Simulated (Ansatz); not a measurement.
Defect: W vacancy in bcc W, neutral cell. All values below come from PBE, PAW (plane waves to 420 eV; Ansatz, an electronic-structure program).

36-site cell at the relaxed PBE lattice, a 2×2×3 k-point mesh shifted by half a step, smearing 0.10 eV, spin-restricted, no finite-size correction. Energies are static. Spin-orbit coupling is left out. Forms of the defect that were not tried may lie lower.

Barriers: single points on a 3×3×5 k-point mesh shifted by half a step at the bands' geometries (they differ from the bands' own by up to 0.09 eV, and are uncertain by about as much).

The step: one W atom jumps into the vacancy from a nearby W site; the atom moves 2.69 Å along (-0.49, -0.49, 0.48) of the unit cell; the moving atom starts with neighbours 2 W at 2.73, 2 W at 2.76, 2 W at 2.76, W at 2.77, W at 3.14, 2 W at 3.15, 2 W at 3.20, W at 3.23 Å and ends with 2 W at 2.73, 2 W at 2.76, 2 W at 2.76, W at 2.77, W at 3.14, 2 W at 3.15, 2 W at 3.20, W at 3.23 Å.

Q: What is the computed migration barrier of this step (PBE, PAW)?

A: 1.65 eV, the same both ways. At the saddle the moving atom has neighbours 2 W at 2.68, W at 2.70, 2 W at 2.73, W at 2.75, W at 3.26, 2 W at 3.27 Å. The saddle point's order was not checked, and it lies on a symmetry element of the cell, where a band can be held.
